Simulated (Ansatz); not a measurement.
The reference is RbBr in the rock salt structure (space group Fm-3m, No. 225; a = 7.018 Å).

Computed with PBE (Ansatz, an electronic-structure program, PAW, scalar-relativistic without spin-orbit coupling).

For the base:

```
Item                   Result
-------------  --------------
Electron mass  0.39 mₑ (at Γ)
Band gap              4.19 eV
Pressure             0.00 GPa
```

It is then changed as follows: an isotropic linear strain of −0.50 %, atoms relaxed at fixed cell.

Question: How does this affect the electron mass, band gap, energy relative to the base and pressure?

Answer: The electron mass changes from 0.39 mₑ (at Γ) to 0.38 mₑ (at Γ); the band gap goes up by 0.04 eV to 4.23 eV; the energy grows by 0.4 meV/atom; the pressure goes from zero to 0.19 GPa.

Effective masses come from finite differences of ±0.01 Å⁻¹. Stability against distortions was not tested.
